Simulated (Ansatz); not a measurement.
Input and output of a self-consistent single point for BiPt (P1, 4 atoms in the cell) (Ansatz, an electronic-structure program).

Method of the run: LDA (PW92), PAW files made with PBE (plane waves; Ansatz).

The change in words: atoms moved at random. Reference geometry:
```yaml
crystal:
  lattice:
    - [4.39676, 0.00000, 0.00000]
    - [-2.19838, 3.80771, 0.00000]
    - [0.00000, 0.00000, 5.55247]
  atoms:
    - { symbol: Bi, position: [0.33333, 0.66667, 0.25000] }
    - { symbol: Bi, position: [0.66667, 0.33333, 0.75000] }
    - { symbol: Pt, position: [0.00000, 0.00000, 0.50000] }
    - { symbol: Pt, position: [0.00000, 0.00000, 0.00000] }
```

Reference input (self-consistent single point, DFT, LDA (PW92), plane waves, PAW files made with PBE): basis.ecutwfc = 420 eV; kpoints.mp_grid.grid = 7 7 5; hamiltonian.xc = lda; hamiltonian.pseudopotentials = {kind: paw} (an earlier, softer set of the program's PAW files); scf.occupations.method = fermi_dirac; scf.occupations.width = 0.1 eV. This run's input differs from it in these lines:

Ansatz 0.2 input:
```diff
@@ -6,6 +6,6 @@
   atoms:
-    - { symbol: Bi, position: [0.333333, 0.666667, 0.250000] }
-    - { symbol: Bi, position: [0.666667, 0.333333, 0.750000] }
-    - { symbol: Pt, position: [0.000000, 0.000000, 0.500000] }
-    - { symbol: Pt, position: [0.000000, 0.000000, 0.000000] }
+    - { symbol: Bi, position: [0.353248, 0.671925, 0.254477] }
+    - { symbol: Bi, position: [0.676081, 0.335045, 0.756445] }
+    - { symbol: Pt, position: [-0.024667, -0.000392, 0.497561] }
+    - { symbol: Pt, position: [-0.004662, -0.006578, -0.008483] }
 basis:
```

Output, abridged:

```
SCF iter   1: F=—  HF=-48670.356716 eV  |F-HF|=—  |Δ(HF+E_count)|=         —  Δρ=6.95e-2  dr2=5.63e0  ethr=3.10e-3  ⟨swp⟩=6.6  Hψ=19253  notcnv=0  defer=8
all-band conjugate gradients solve this SCF's bands
preconditioner: auto → Kerker (q_TF=auto, 2.577 Å⁻¹)
SCF iter   2: F=—  HF=-48669.376035 eV  |F-HF|=—  |Δ(HF+E_count)|=   9.81e-1  Δρ=3.14e-2  dr2=1.13e0  ethr=3.10e-3  ⟨swp⟩=2.0  Hψ=7846  notcnv=0  defer=42
   [... lines left out ...]
SCF iter   5: F=—  HF=-48669.156929 eV  |F-HF|=—  |Δ(HF+E_count)|=   3.52e-5  Δρ=3.04e-4  dr2=1.84e-4  ethr=1.26e-6  ⟨swp⟩=1.0  Hψ=5048  notcnv=0  defer=42
SCF iter   6: F=—  HF=-48669.156916 eV  |F-HF|=—  |Δ(HF+E_count)|=   1.32e-5  Δρ=8.49e-5  dr2=1.03e-5  ethr=2.79e-7  ⟨swp⟩=2.4  Hψ=7162  notcnv=0  defer=42
SCF iter   7: F=—  HF=-48669.156915 eV  |F-HF|=—  |Δ(HF+E_count)|=   6.32e-7  Δρ=2.14e-5  dr2=3.92e-7  ethr=1.56e-8  ⟨swp⟩=2.3  Hψ=7997  notcnv=0  defer=42
SCF iter   8: F=-48669.156915 eV  HF=-48669.156915 eV  |F-HF|=4.58e-9  |Δ(HF+E_count)|=   5.46e-9  Δρ=4.89e-6  dr2=2.34e-8  ethr=1.52e-10  ⟨swp⟩=7.0  Hψ=20388  notcnv=0
SCF 1 converged in 8 iterations: F = -48669.156915 eV  dr2 = 2.34e-8
Free energy (F): -48669.156915 eV
Internal energy: -48669.091913 eV  (E = F + TS)
E sigma→0 (E₀):  -48669.124414 eV
Entropy (-TS):   -0.065002 eV (-16.250 meV/atom)
Fermi energy:    14.956913 eV
--- Forces (eV/Å), atoms counted from 1 ---
  atom   1  Bi    -0.68028542    -0.24732993    -0.17224903
  atom   2  Bi    -0.35672491    -0.04682226    -0.09020446
  atom   3  Pt     0.69415206     0.13986498    -0.10903470
  atom   4  Pt     0.34287664     0.15429071     0.37149250
--- Stress (GPa, compression-positive) ---
       -4.535360       0.384254       0.416762
        0.384254      -4.984714       0.450810
        0.416762       0.450810      -5.516849
  P = ⅓ Tr σ = -5.0123 GPa (-50.123 kbar)
  The stress holds the Pulay correction. Without it, at fixed plane waves, as pw.x and ABINIT print it: P = -5.0369 GPa
```

The run converged in 8 iterations. Against the reference run the free energy rises by 21.0 meV/atom, the pressure goes from -5.79 to -5.01 GPa and the largest force goes from 0.000 to 0.744 eV/Å.

The starting cell comes from a database of computed structures (which also holds hypothetical and non-ambient phases and stackings), without a prior relaxation at this level. Its lattice was rescaled by a random factor within 2.5 % of one. For this run, on top of that: atoms moved at random. Spin polarisation is off. With a pressure of about -5 GPa the cell is away from its equilibrium volume at this level. Ansatz's pressure includes its estimate of the finite-basis (Pulay) stress.

Cost on one core of a shared machine: roughly 50 s.
